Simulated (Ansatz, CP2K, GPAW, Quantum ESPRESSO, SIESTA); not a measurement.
## Code comparison for K3Al (P1, 4 atoms in the cell)

Self-consistent single point, at a second geometry (atoms moved at random). First geometry:

```
CELL_PARAMETERS angstrom
      5.77187     0.00000     0.00000
      0.00000     5.77187     0.00000
      0.00000     0.00000     5.77187
ATOMIC_POSITIONS crystal
  K  0.00000 0.50000 0.50000
  K  0.50000 0.00000 0.50000
  K  0.50000 0.50000 0.00000
  Al 0.00000 0.00000 0.00000
```

Second geometry:
```
K3Al
1.0
    5.77187     0.00000     0.00000
    0.00000     5.77187     0.00000
    0.00000     0.00000     5.77187
K Al
3 1
Direct
  0.99579   0.50435   0.49688
  0.49538   0.00049   0.50456
  0.50809   0.48437   0.00942
  0.00074   0.01080   0.98914
```

Shared settings, as Ansatz (a program for electronic structure) writes them: kpoints.mp_grid.grid = 5 5 5; scf.occupations.method = fermi_dirac; scf.occupations.width = 0.05 eV. Potentials and cutoffs stand in the table.

| code | model | ΔF from the first geometry (meV/atom) | pressure (GPa) | largest force (eV/Å) | cutoff |
|---|---|---|---|---|---|
| CP2K | PBEsol, GPW, DZVP-MOLOPT-SR-GTH basis, GTH-PBE potentials (GTH_POTENTIALS) | 2.0 | -0.16 | 0.099 | grid 500 Ry |
| SIESTA | GGA PBEsol, numerical atomic orbitals DZP, PseudoDojo PBEsol standard norm-conserving potentials (rewritten from UPF to PSML) | 1.8 | -0.12 | 0.086 | grid 300 Ry |
| GPAW | PBEsol, GPAW PAW datasets PBEsol (made by gpaw-setup) | 1.9 | -0.41 | 0.095 | 600 eV |
| Quantum ESPRESSO | PBEsol, PseudoDojo standard norm-conserving (PBESOL) pseudopotentials | 1.9 | -0.39 | 0.095 | 75 Ry |
| Ansatz | PBEsol, PAW files made with PBE | 1.9 | -0.39 | 0.095 | default |

Size of the force on each atom (eV/Å): Sizes of forces hide their directions.

```tsv
code	K1	K2	K3	Al4
CP2K	0.052	0.038	0.099	0.053
SIESTA	0.047	0.030	0.086	0.063
GPAW	0.051	0.035	0.095	0.046
Quantum ESPRESSO	0.051	0.034	0.095	0.046
Ansatz	0.051	0.034	0.095	0.046
```

The spread over the programs that give each value: ΔF from the first geometry within 0.2 meV/atom; pressure within 0.29 GPa; largest force within 0.013 eV/Å.

CP2K and SIESTA use small atom-centred bases, whose incompleteness enters pressures, forces and empty levels differently from a plane-wave cutoff. Ansatz's pressure is given at a fixed set of plane waves, as the other plane-wave codes print theirs.

The starting cell comes from a database of computed structures (which also holds hypothetical and non-ambient phases and stackings), without a prior relaxation at this level. For this run, on top of that: atoms moved at random.

Keys are those of Ansatz 0.2.
